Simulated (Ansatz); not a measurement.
**Pressure series in NiSi**

The parent structure is NiSi (space group Pnma, No. 62; a = 5.190 Å, b = 3.350 Å, c = 5.624 Å; non-magnetic).

Cell and atoms are relaxed at each pressure.

Level of theory: PBE/PAW in Ansatz (an electronic-structure program), without spin-orbit coupling, earlier PAW set.

| case | shortest interatomic distance | density |
|---|---|---|
| base | 2.287 Å | 5.89 g/cm³ |
| pressure 1.8 GPa | 2.282 Å | 5.96 g/cm³ |
| pressure 4.2 GPa | 2.274 Å | 6.04 g/cm³ |
| pressure 9 GPa | 2.261 Å | 6.19 g/cm³ |

Load acts through the strain it causes; cell and atoms are relaxed under it. Whether these cells are dynamically stable was not tested. Competing high-pressure phases were not computed. Starting moments died away, wholly or in part, for the base; another magnetic solution may exist. All final runs are without spin polarisation.
